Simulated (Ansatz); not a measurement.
Several settings converged on Au (Fm-3m, 1 atom in the cell)

```xyz
1
Lattice="0.0000 2.0339 2.0339 2.0339 0.0000 2.0339 2.0339 2.0339 0.0000" Properties=species:S:1:pos:R:3 pbc="T T T"
Au     0.0000     0.0000     0.0000
```

Base method: PBEsol, PAW files made with PBE (plane waves; Ansatz, a quantum-chemistry and plane-wave program).

Base settings: basis.ecutwfc = 420 eV; kpoints.mp_grid.grid = 14 14 14; hamiltonian.xc = pbesol; hamiltonian.pseudopotentials = {kind: paw} (the program's default PAW files); scf.occupations.method = fermi_dirac; scf.occupations.width = 0.1 eV.

The count of work is k-points × plane waves × bands × iterations; it is no time. 

**The width of Fermi-Dirac smearing**

In this ladder: kpoints.mp_grid.grid = 23 23 23.

Narrow widths need finer meshes than wide ones, so the last steps can hold mesh noise.

Only quantities that move along the ladder and can be compared are tabulated; pressure and forces are left out, as mesh noise rules them at narrow widths.

| scf.occupations.width | free energy less the last step's (meV/atom) | energy extrapolated to zero width less the last step's (meV/atom) |
|---|---|---|
| 1 eV | -666.65 | 127.56 |
| 0.5 eV | -128.44 | 17.32 |
| 0.3 eV | -42.30 | -0.15 |
| 0.2 eV | -18.52 | -1.33 |
| 0.1 eV | -4.15 | -0.65 |
| 0.05 eV | 0.00 | 0.00 |

State of the energy extrapolated to zero width at the end of the ladder: still drifting one way, by 1.3 meV/atom over the last two steps, so the last step is no safe reference.

Widest scf.occupations.width that holds the free energy within 5 meV/atom: not settled: the last two steps still differ by 4.1 meV/atom, over half the tolerance, so the ladder does not show it.

The extrapolation to zero width removes most of the smearing's effect on the energy.

**The width of Methfessel-Paxton smearing**

In this ladder: kpoints.mp_grid.grid = 23 23 23; scf.occupations.method = methfessel_paxton.

Narrow widths need finer meshes than wide ones, so the last steps can hold mesh noise.

Only quantities that move along the ladder and can be compared are tabulated; pressure and forces are left out, as mesh noise rules them at narrow widths.

| scf.occupations.width | free energy less the last step's (meV/atom) |
|---|---|
| 1 eV | 1.08 |
| 0.5 eV | -1.82 |
| 0.3 eV | -1.27 |
| 0.2 eV | -0.73 |
| 0.1 eV | -0.20 |
| 0.05 eV | 0.00 |

Widest scf.occupations.width that holds the free energy within 0.5 meV/atom of the last step, with all finer ones: 0.1 eV; the step before is off by 0.73 meV/atom.

**The mesh under tetrahedron occupations**

In this ladder: scf.occupations.method = tetrahedron; scf.occupations.width = default.

Only quantities that move along the ladder and can be compared are tabulated.

```tsv
kpoints.mp_grid.grid	free energy less the last step's (meV/atom)	pressure (GPa)	count of work / last
6 6 6	20.97	1.70	0.018
7 7 7	-15.42	1.80	0.022
9 9 9	-5.29	1.89	0.039
11 11 11	-1.59	1.96	0.062
14 14 14	-0.14	1.96	0.12
17 17 17	0.12	1.95	0.18
21 21 21	0.27	1.96	0.32
26 26 26	0.00	1.96	0.57
32 32 32	0.00	1.96	1.0
```

Coarsest kpoints.mp_grid.grid that holds the free energy within 1 meV/atom of the last step, with all finer ones: 14 14 14, at 0.12 of the last step's count of work; the step before is off by 1.6 meV/atom.

Coarsest kpoints.mp_grid.grid that holds the pressure within 0.05 GPa of the last step, with all finer ones: 11 11 11, at 0.062 of the last step's count of work; the step before is off by 0.07 GPa.

On the base run: the starting cell has typed, rounded lattice constants, without a prior relaxation at this level. Its lattice was rescaled by up to half a per cent. Ansatz's pressure includes its estimate of the finite-basis (Pulay) stress.

Left out of this page: 4 runs of the series outside the window shown, repeating another row's setting, or not comparable.

Keys are those of Ansatz 0.2.
